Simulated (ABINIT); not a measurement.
**A self-consistent single point of Au (Fm-3m, 1 atom in the cell) with ABINIT**

Computed with PBE, PAW (JTH v2.0 PBE PAW) (plane waves; ABINIT 10.0.3).

Input as run:

```
# Au, JTH v2.0 PBE PAW
pp_dirpath "./"
pseudos "Au.GGA_PBE-JTH.xml"
acell 2.9937911166 2.9937911166 2.9937911166 Angstrom
rprim
         0.0000000000    0.7071067812    0.7071067812
         0.7071067812    0.0000000000    0.7071067812
         0.7071067812    0.7071067812    0.0000000000
natom 1
ntypat 1
znucl 79
typat 1
xcart
         0.0000000000    0.0000000000    0.0000000000
      Angstrom
ecut 26
pawecutdg 52
pawxcdev 0
ixc 11
occopt 7
tsmear 0.136 eV
nband 11
kptopt 1
ngkpt 13 13 13
nshiftk 1
shiftk 0 0 0
nstep 80
tolvrs 1.0e-12
prtwf 0
prtden 0
prtvol 1
```

Output (repeated stretches shortened):

```
 Symmetries : space group Fm -3 m (#225); Bravais cF (face-center cubic)

 -outvars: echo values of preprocessed input variables --------
            acell      5.6574453094E+00  5.6574453094E+00  5.6574453094E+00 Bohr
             ecut      2.60000000E+01 Hartree
              ixc          11
         kptrlatt       13    0    0      0   13    0      0    0   13
          kptrlen      7.35467890E+01
            natom           1
            nband          11
            ngfft          27      27      27
          ngfftdg          40      40      40
             nkpt          84
            nstep          80
             nsym          48
           ntypat           1
           occopt           7
        pawecutdg      5.20000000E+01 Hartree
         pawxcdev           0
            rprim      0.0000000000E+00  7.0710678120E-01  7.0710678120E-01
                       7.0710678120E-01  0.0000000000E+00  7.0710678120E-01
                       7.0710678120E-01  7.0710678120E-01  0.0000000000E+00
          spgroup         225
           tolvrs      1.00000000E-12
           tsmear      4.99790825E-03 Hartree
            typat      1
           useylm           1
            znucl       79.00000

== DATASET  1 ==================================================================

 Exchange-correlation functional for the present dataset will be:
  GGA: Perdew-Burke-Ernzerhof functional - ixc=11
 Citation for XC functional:
  J.P.Perdew, K.Burke, M.Ernzerhof, PRL 77, 3865 (1996)

 Real(R)+Recip(G) space primitive vectors, cartesian coordinates (Bohr,Bohr^-1):
 R(1)=  0.0000000  4.0004179  4.0004179  G(1)= -0.1249869  0.1249869  0.1249869
 R(2)=  4.0004179  0.0000000  4.0004179  G(2)=  0.1249869 -0.1249869  0.1249869
 R(3)=  4.0004179  4.0004179  0.0000000  G(3)=  0.1249869  0.1249869 -0.1249869
 Unit cell volume ucvol=  1.2804013E+02 bohr^3
 Angles (23,13,12)=  6.00000000E+01  6.00000000E+01  6.00000000E+01 degrees

 Coarse grid specifications (used for wave-functions):

 getcut: wavevector=  0.0000  0.0000  0.0000  ngfft=  27  27  27
         ecut(hartree)=     26.000   => boxcut(ratio)=   2.00513

 Fine grid specifications (used for densities):

 getcut: wavevector=  0.0000  0.0000  0.0000  ngfft=  40  40  40
         ecut(hartree)=     52.000   => boxcut(ratio)=   2.17808

   3.87212569E+02                                ecore*ucvol(ha*bohr**3)

 newkpt: prtvol=0 or 1, do not print more k-points.
_setup2: Arith. and geom. avg. npw (full set) are     810.674     810.647

--- !BeginCycle
solver: {iscf: 17, nstep: 80, nline: 4, wfoptalg: 10, }
tolerances: {tolvrs: 1.00E-12, }
...

     iter   Etot(hartree)      deltaE(h)  residm     nres2
 ETOT  1  -33.972594049836    -3.397E+01 7.256E-01 2.283E+01
 ETOT  2  -34.226697428307    -2.541E-01 9.826E-02 2.916E+01
 ETOT  3  -34.160876053660     6.582E-02 3.248E-02 6.592E+00
 ETOT  4  -34.152990337072     7.886E-03 9.102E-03 1.777E-01
 ETOT  5  -34.155608657458    -2.618E-03 1.257E-02 1.137E-01
 ETOT  6  -34.155522010104     8.665E-05 6.740E-03 9.132E-02
   [... 11 lines left out ...]
 ETOT 18  -34.155350904274    -2.274E-12 2.919E-04 8.838E-10
 ETOT 19  -34.155350904273     1.499E-12 3.795E-04 4.850E-12
 ETOT 20  -34.155350904273    -6.679E-13 2.235E-04 7.804E-11
 ETOT 21  -34.155350904273     2.274E-13 2.989E-04 2.311E-11
 ETOT 22  -34.155350904274    -4.903E-13 1.774E-04 1.578E-15

 At SCF step   22       nres2   =  1.58E-15 < tolvrs=  1.00E-12 =>converged.

 Cartesian components of stress tensor (hartree/bohr^3)
  sigma(1 1)=  2.17627866E-04  sigma(3 2)=  0.00000000E+00
  sigma(2 2)=  2.17627866E-04  sigma(3 1)=  0.00000000E+00
  sigma(3 3)=  2.17627866E-04  sigma(2 1)=  0.00000000E+00

 ----iterations are completed or convergence reached----

 reduced coordinates (array xred) for    1 atoms
       0.000000000000      0.000000000000      0.000000000000
 cartesian forces (eV/Angstrom) at end:
    1     -0.00000000000000    -0.00000000000000    -0.00000000000000
 frms,max,avg= 0.0000000E+00 0.0000000E+00   0.000E+00  0.000E+00  0.000E+00 e/A
 length scales=  5.657445309440  5.657445309440  5.657445309440 bohr
              =  2.993791116600  2.993791116600  2.993791116600 angstroms
 Fermi (or HOMO) energy (hartree) =   0.23447   Average Vxc (hartree)=  -0.41350
 Eigenvalues (hartree) for nkpt=  84  k points:
 kpt#   1, nband= 11, wtk=  0.00046, kpt=  0.0000  0.0000  0.0000 (reduced coord)
  -0.09295    0.07695    0.07695    0.07695    0.12289    0.12289    0.78667    0.90595
   0.90595    0.90595    1.06110
      occupation numbers for kpt#   1
   2.00000    2.00000    2.00000    2.00000    2.00000    2.00000    0.00000    0.00000
   0.00000    0.00000    0.00000
 prteigrs : prtvol=0 or 1, do not print more k-points.

--- !EnergyTerms
comment             : Components of total free energy in Hartree
kinetic             :  9.15607306523833E+00
hartree             :  4.13511723098593E+00
xc                  : -2.95348999212737E+00
Ewald energy        : -3.46693969812402E+01
psp_core            :  3.02415015816184E+00
local_psp           : -1.51969179238879E+01
spherical_terms     :  2.34925449147379E+00
internal            : -3.41552099513956E+01
'-kT*entropy'       : -1.40940837819980E-04
total_energy        : -3.41553508922334E+01
total_energy_eV     : -9.29414364001557E+02
...

-Cartesian components of stress tensor (GPa)         [Pressure= -6.4028E+00 GPa]
- sigma(1 1)=  6.40283180E+00  sigma(3 2)=  0.00000000E+00
- sigma(2 2)=  6.40283180E+00  sigma(3 1)=  0.00000000E+00
- sigma(3 3)=  6.40283180E+00  sigma(2 1)=  0.00000000E+00

 Calculation completed.
```

The run converged in 22 iterations.

The starting cell comes from a database of computed structures (which also holds hypothetical and non-ambient phases and stackings), without a prior relaxation at this level. Its lattice was rescaled by a random factor within 2.5 % of one. With a pressure of about -6 GPa the cell is away from its equilibrium volume at this level.

Cost on one core of a shared machine: roughly 2 min.
